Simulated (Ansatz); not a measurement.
Consider interstitial Na in polar orthorhombic HfO2, charge state +1. The step: a direct jump of one Na atom; the atom moves 3.12 Å along (-0.34, 0.00, 0.50) of the unit cell; the moving atom starts with neighbours O at 2.00, O at 2.08, O at 2.13, O at 2.18, O at 2.27, O at 2.30 Å and ends with O at 2.00, O at 2.08, O at 2.13, O at 2.18, O at 2.27, O at 2.30 Å. A PBE band in Ansatz (plane-wave PAW, the Γ point alone, 96 host sites, 58 SCF runs with any check of the saddle's order, static, no finite-size correction) gives a forward barrier of 1.49 eV. The saddle point's order was not checked. The host's phase is taken as given; its stability against other phases was not computed. The charge state is imposed; whether it is stable for some Fermi level was not computed. Sites that were not tried may lie lower.

Single points at the band's start and saddle point can refine it. Rough cost of one point, in units of the band's mean SCF on the same machine:

| Level | Cost of one point |
|---|---|
| PBE, a 2×2×2 k-point mesh shifted by half a step | about 9 |
| r2SCAN at 500 eV, the Γ point alone | about 2 |

Question: Which of these move the barrier by more than 0.1 eV, and how far does each move it?

Answer: Not one does. PBE, a 2×2×2 k-point mesh shifted by half a step: +0.08 eV; r2SCAN at 500 eV, the Γ point alone: -0.02 eV. Each functional is compared with PBE at the same k-points.

Ansatz is a quantum-chemistry and plane-wave program.
